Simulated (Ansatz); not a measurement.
**AlN (model structure, started from the BeO type, P4₂/mnm, No. 136, 8 atoms in the cell): properties by level of theory**

```csv
level (code),lattice parameter a (Å),lattice parameter c (Å),cohesive energy (eV/atom)
LDA (Ansatz),___,___,6.58
PBE (Ansatz),5.330,3.122,___
PBEsol (Ansatz),5.294,___,6.06
r²SCAN+rVV10 (Ansatz),___,___,5.91
```

Question: Complete the blanks.

Answer: 
- LDA (Ansatz, an electronic-structure program), lattice parameter a (Å): 5.251
- LDA (Ansatz), lattice parameter c (Å): 3.085
- PBE (Ansatz), cohesive energy (eV/atom): 5.70
- PBEsol (Ansatz), lattice parameter c (Å): 3.109
- r²SCAN+rVV10 (Ansatz), lattice parameter a (Å): 5.277
- r²SCAN+rVV10 (Ansatz), lattice parameter c (Å): 3.098

Ansatz's density-functional and Hartree–Fock values are scalar-relativistic unless marked +SOC, with PAW data made under PBE.

Free atoms are spin-polarised, in the lowest state found; at levels without +SOC their spin–orbit coupling is left out.

A model structure was made by putting elements into a prototype or built by hand; it is no filed structure, need not be a known phase, and can be a saddle point held by its symmetry.
